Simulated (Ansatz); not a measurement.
Consider the following.

```
HgSe
1.0
    0.00000     3.01177     3.19551
    3.01177     0.00000     3.19551
    3.01177     3.01177     0.00000
Hg Se
1 1
Direct
  0.00000   0.00000   0.00000
  0.75000   0.75000   0.75000
```

Method: PBEsol, rigid bands (plane waves, PAW, scalar-relativistic; Ansatz, a program for electronic structure). Condition of this run: uniaxial stress zz = -1 GPa (compression positive) (the target of the relaxation). Cell: cell and atoms relaxed with PBEsol, then loaded as said.

### Question
Is this a good metal at this level?

### Answer
No. No gap is resolved, and few carriers conduct, as in a semimetal or a zero-gap semiconductor. N(E_F) = 0.024 states/eV a cell at 300 K and the Drude plasma energy along the best axis is 0.29 eV, several times under that of a simple or noble metal.

Spin-orbit coupling is left out; it can open or close a small gap.
